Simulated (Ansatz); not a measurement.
Cells marked so need not be the phases stable at ambient conditions, and some may be hypothetical.

 Where the default PAW files enter, the runs use the earlier of Ansatz's two default sets.

The gap is the functional's own. No spin-orbit coupling. Mid-gap values are interpolated on the energy grid.

A. Li$_{2}$GeF$_{6}$ (P4_2/mnm, not sure to be the ambient phase, 18 atoms a cell, 10.0 Å³ an atom), along the normal of (001)
B. RbSrCO₃F (P-6m2, not sure to be the ambient phase, 7 atoms a cell, 17.4 Å³ an atom, -3 GPa at this level), along the normal of (100)
C. ZnAg2SnS4 (I-42m, not sure to be the ambient phase, 8 atoms a cell, 23.7 Å³ an atom, -2 GPa at this level), along the normal of (001)

**Question.** Rank these by mid-gap decay constant of the slowest evanescent state (lowest first), as r2SCAN (Ansatz, a quantum-chemistry and plane-wave program) gives it.

**Answer.** C (0.10 1/Å), B (0.47 1/Å), A (0.60 1/Å)
